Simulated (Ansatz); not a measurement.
The reference is Ag in the hcp (Mg type) structure (space group P6_3/mmc, No. 194; a = 2.8601 Å, c = 4.7119 Å; relaxed with 0.1 eV smearing).

Computed with PBEsol (Ansatz, a quantum-chemistry and plane-wave program, PAW, no spin-orbit coupling), earlier PAW set.

Before the change:

The band gap is zero and the pressure is 0.0 GPa.

The change: every lattice vector is shortened by 5.34 %; the atoms relax in the strained cell.

Task: Estimate the effect on the energy relative to the base, band gap and pressure.

Result: The energy goes up by 0.204 eV/atom; the band gap remains zero; the pressure (mean of the normal stresses, compression positive) goes from zero to 30.9 GPa.

Whether these cells are dynamically stable was not tested. This is not the structure that Ag has at room temperature and ambient pressure.
